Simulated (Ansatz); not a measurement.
A self-consistent single point of Ca₂AgPd₂ (Imm2, 5 atoms in the cell) with Ansatz (an electronic-structure program)

Method: PBEsol, default PAW files made with PBE (plane waves; Ansatz).

Input as run:

Ansatz 0.2 input:
```yaml
crystal:
  lattice:
    - [-2.250612, 2.901950, 4.229355]
    - [2.250612, -2.901950, 4.229355]
    - [2.250612, 2.901950, -4.229355]
  atoms:
    - { symbol: Ca, position: [0.708121, 0.208121, 0.500000] }
    - { symbol: Ca, position: [0.297790, 0.797790, 0.500000] }
    - { symbol: Ag, position: [0.000000, 0.000000, 0.000000] }
    - { symbol: Pd, position: [0.731190, 0.500000, 0.231190] }
    - { symbol: Pd, position: [0.268810, 0.500000, 0.768810] }
basis:
  ecutwfc: 420.0
kpoints:
  mp_grid: { grid: [5, 5, 5] }
hamiltonian:
  xc: pbesol
  pseudopotentials: { kind: paw }
scf:
  occupations: { method: fermi_dirac, width: 0.1 }
output:
  forces: true
  eigenvalues: true
  stress: true
```

Output, abridged:

```
WARN ansatz: RAYON_NUM_THREADS=1 ignored (pool sized by the plan → 1); use --threads N
Pseudopotentials: kind: paw
Pseudopotential: Ca, paw, valence charge 10
Pseudopotential: Ag, paw, valence charge 19
Pseudopotential: Pd, paw, valence charge 18
Crystal: 5 atoms, lattice volume = 110.490 Å³
Basis set: ecut = 420 eV, 2169 PW (Γ), exchange–correlation on 80×80×80 points (8 copies of the dense FFT grid, shifted against one another)
Bands: 45, of which v1, the nominal top of the filled ones, is band 38 counted from 1 (37 counted from 0)
Symmetry: 4 space group operations
Space group: Imm2 (ITA 44), of the structure as read, at distance tolerance 4.8e-5 Å
k-points: 27 of 125 (time reversal used)
PAW frozen core: Ca, regenerated for the run's functional, and the local potential with it
PAW frozen core: Ag, regenerated for the run's functional, and the local potential with it
PAW frozen core: Pd, regenerated for the run's functional, and the local potential with it
Initial density: superposition of atomic densities (neutral atoms: chi_scale 0, normalization atom), corrected by the library's trained network
Initial wavefunctions: pseudopotential atomic-orbital guess
Eigensolver: davidson
Functional: x = pbesol(κ = 0.804, μ = 0.12345679012345678), c = pbesol(β = 0.046)
SCF iter   1: F=—  HF=-24925.896914 eV  |F-HF|=—  |Δ(HF+E_count)|=         —  Δρ=7.79e-3  dr2=7.53e-2  ethr=1.77e-3  ⟨swp⟩=8.6  Hψ=5246  notcnv=0
all-band conjugate gradients solve this SCF's bands
preconditioner: auto → Kerker (q_TF=auto, 2.558 Å⁻¹)
SCF iter   2: F=—  HF=-24925.882345 eV  |F-HF|=—  |Δ(HF+E_count)|=   1.46e-2  Δρ=3.36e-3  dr2=1.86e-2  ethr=1.00e-4  ⟨swp⟩=2.7  Hψ=2206  notcnv=0
SCF iter   3: F=—  HF=-24925.878876 eV  |F-HF|=—  |Δ(HF+E_count)|=   3.47e-3  Δρ=7.93e-4  dr2=6.83e-4  ethr=2.48e-5  ⟨swp⟩=2.0  Hψ=1603  notcnv=0
SCF iter   4: F=—  HF=-24925.878750 eV  |F-HF|=—  |Δ(HF+E_count)|=   1.26e-4  Δρ=3.54e-4  dr2=3.31e-4  ethr=9.10e-7  ⟨swp⟩=2.0  Hψ=2058  notcnv=0
SCF iter   5: F=—  HF=-24925.878693 eV  |F-HF|=—  |Δ(HF+E_count)|=   5.71e-5  Δρ=1.10e-4  dr2=3.50e-5  ethr=4.42e-7  ⟨swp⟩=1.8  Hψ=1337  notcnv=0
SCF iter   6: F=—  HF=-24925.878680 eV  |F-HF|=—  |Δ(HF+E_count)|=   1.26e-5  Δρ=3.46e-5  dr2=1.86e-6  ethr=4.67e-8  ⟨swp⟩=2.0  Hψ=1541  notcnv=0
SCF iter   7: F=—  HF=-24925.878680 eV  |F-HF|=—  |Δ(HF+E_count)|=   1.86e-7  Δρ=1.06e-5  dr2=1.69e-7  ethr=2.47e-9  ⟨swp⟩=2.0  Hψ=1692  notcnv=0
SCF iter   8: F=-24925.878680 eV  HF=-24925.878680 eV  |F-HF|=1.22e-8  |Δ(HF+E_count)|=   1.23e-8  Δρ=3.47e-6  dr2=2.24e-8  ethr=1.33e-10  ⟨swp⟩=5.0  Hψ=4369  notcnv=0
SCF 1 converged in 8 iterations: F = -24925.878680 eV  dr2 = 2.24e-8
SCF converged after 8 iterations
Free energy (F): -24925.878680 eV
Harris-Foulkes:  -24925.878680 eV  (|F-HF|=1.22e-8)
Internal energy: -24925.829541 eV  (E = F + TS)
E sigma→0 (E₀):  -24925.854110 eV
Entropy (-TS):   -0.049139 eV (-9.828 meV/atom)
Fermi energy:    11.661388 eV
--- Per-component energies (eV) ---
  E_band       = -1103.488519
  E_kinetic    = 2114.372477
  E_local      = -9653.621377  (includes V_loc(G=0)·N_el)
  E_nonlocal   = 648.906107
  E_hartree    = 3993.688627
  E_xc         = -790.701532
  E_vxc        = -997.260498  (∫ρ·V_xc dr)
  E_paw        = -12878.926045  (= ΣΔE_a)
  E_vpaw       = -1203.253766  (= ΣTr[D̂ρ^β])
  E_aug_tail   = 0.000675  (compensation charges beyond the density's cutoff)
  E_ewald      = -8360.713849
  E_core_change = 1.165376  (= ΣΔE_core)
  E_smearing   = -0.049139  (= −TS)
  E_closure    = -0.000000  (closes the sum)
  Σ components = -24925.878680   (vs F -24925.878680, Δ=0.00e0)
--- Forces (eV/Å), atoms counted from 1 ---
  atom   1  Ca    -0.00000000     0.00000000    -0.19236083
  atom   2  Ca     0.00000000     0.00000000     0.04568188
  atom   3  Ag     0.00000000     0.00000000     0.02833334
  atom   4  Pd     0.00000000     0.01699595     0.05917118
  atom   5  Pd     0.00000000    -0.01699595     0.05917118
  max |Σ_I F_I| component: 3.26e-6 eV/Å
--- Stress (GPa, compression-positive) ---
       -3.237227       0.000000      -0.000000
        0.000000      -2.875342       0.000000
       -0.000000       0.000000      -2.086605
  P = ⅓ Tr σ = -2.7331 GPa (-27.331 kbar)
  The stress holds the Pulay correction. Without it, at fixed plane waves, as pw.x and ABINIT print it: P = -2.7518 GPa
--- Band table (eV; the first three rows and the last of 27) ---
  k-point 0: bands = ["-80.1445", "-72.2996", "-72.2853", "-43.6475", "-43.6324", "-43.6312", "-38.1314", "-38.0771", "-38.0612", "-38.0559", "-38.0415", "-37.9622", "-29.0224", "-28.9938", "-10.2220", "-10.1584", "-10.1405", "-10.1011", "-10.0807", [...]
  k-point 1: bands = ["-80.1445", "-72.2991", "-72.2858", "-43.6475", "-43.6326", "-43.6311", "-38.1228", "-38.0763", "-38.0620", "-38.0562", "-38.0417", "-37.9706", "-29.0189", "-28.9964", "-10.2055", "-10.1675", "-10.1327", "-10.1280", "-10.0868", [...]
  k-point 2: bands = ["-80.1445", "-72.2982", "-72.2867", "-43.6475", "-43.6329", "-43.6309", "-38.1073", "-38.0749", "-38.0635", "-38.0551", "-38.0436", "-37.9859", "-29.0134", "-29.0006", "-10.2113", "-10.2008", "-10.1637", "-10.0866", "-10.0828", [...]
  k-point 26: bands = ["-80.1445", "-72.2996", "-72.2853", "-43.6475", "-43.6326", "-43.6311", "-38.1311", "-38.0775", "-38.0610", "-38.0568", "-38.0412", "-37.9623", "-29.0083", "-29.0055", "-10.2283", "-10.1834", "-10.1478", "-10.0998", [...]
```

The run converged in 8 iterations.

The starting cell comes from a database of computed structures (which also holds hypothetical and non-ambient phases and stackings), without a prior relaxation at this level. Its lattice was rescaled by up to half a per cent. One atom was moved a little off its site on purpose. Spin polarisation is off. Ansatz's pressure includes its estimate of the finite-basis (Pulay) stress.
